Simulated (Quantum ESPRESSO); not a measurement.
# Sensitivity of a calculation on Mg6NbMo (Amm2, 8 atoms in the cell) to its settings

```xyz
8
Lattice="4.9158 0.0000 0.0000 0.0000 2.8424 5.4617 0.0000 -2.8424 5.4617" Properties=species:S:1:pos:R:3 pbc="T T T"
Mg     2.4579     1.4194     4.6222
Mg     2.4579    -1.4194     4.6222
Mg     0.0000     1.4019     6.4038
Mg     0.0000    -1.4019     6.4038
Mg     0.0000     0.0000     3.4934
Mg     0.0000     0.0000     8.9103
Nb     2.4579     0.0000     1.8825
Mo     2.4579     0.0000     7.3550
```

Base run A: Quantum ESPRESSO with LDA (PZ), GBRV 1.5 ultrasoft (LDA) pseudopotentials, self-consistent single point.

Its settings: ecutwfc = 40 Ry; ecutrho = 320 Ry; occupations = smearing; smearing = cold; degauss = 0.0036749 Ry; potentials = {Mg: mg_lda_v1.4.uspp.F.UPF, Nb: nb_lda_v1.uspp.F.UPF, Mo: mo_lda_v1.uspp.F.UPF}; K_POINTS = automatic 4 4 4 0 0 0; conv_thr = 1e-09 Ry; mixing_beta = 0.4.

The starting cell comes from a database of computed structures (which also holds hypothetical and non-ambient phases and stackings), without a prior relaxation at this level. Its lattice was rescaled by a random factor within 2.5 % of one. Spin polarisation is off.

ΔF is the free energy per atom less that of run A. A dash stands where there is no value to compare (another energy zero or no entropy term, no result, no spin, no clean gap, or a mesh too coarse for one). Total energies depend on the potentials, the functional and any Hubbard or dispersion term, so they are compared only between runs that share all of them.

Runs:
- B: conv_thr: 1e-09 Ry → 7.3e-08 Ry
- C: lattice scaled by 1.03
- D: degauss: 0.0036749 Ry → 0.036749 Ry
- E: degauss: 0.0036749 Ry → 0.02205 Ry
- F: nosym: default → true
- G: K_POINTS: automatic 4 4 4 0 0 0 → automatic 3 3 3 0 0 0
- H: ecutwfc: 40 Ry → 75 Ry; ecutrho: 320 Ry → 600 Ry; pseudopotentials: {Mg: mg_lda_v1.4.uspp.F.UPF, Nb: nb_lda_v1.uspp.F.UPF, Mo: mo_lda_v1.uspp.F.UPF} → {Mg: mg_pbe_v1.4.uspp.F.UPF, Nb: Nb.pbe-spn-kjpaw_psl.0.3.0.UPF, Mo: Mo_ONCV_PBE-1.0.oncvpsp.upf}; input_dft: default → pw91 [PW91]
- I: force_symmorphic: default → true

```
run  ΔF (meV/atom)  pressure (GPa)  largest force (eV/Å)  k-points
---  -------------  --------------  --------------------  --------
A             0.00           -1.92                 0.092        21
B             0.00           -1.93                 0.093        21
C             50.9           -6.98                 0.274        21
D            -0.56           -2.00                 0.084        21
E            -1.35           -1.96                 0.086        21
F             0.00           -1.92                 0.092        36
G            -21.4           -2.38                 0.110         8
H                –            2.40                 0.121        21
I             0.00           -1.92                 0.092        21
```

Run H against A: The pressure goes from -1.92 to 2.40 GPa and the largest force goes from 0.092 to 0.121 eV/Å.

Run D against A: The free energy hardly moves (within 1 meV/atom), the pressure stays near -2.00 GPa while the yy stress (positive for compression) goes from -2.55 to -2.96 GPa and the largest force goes from 0.092 to 0.084 eV/Å.

Run C against A: The free energy goes up by 50.9 meV/atom, the pressure goes from -1.92 to -6.98 GPa and the largest force goes from 0.092 to 0.274 eV/Å.
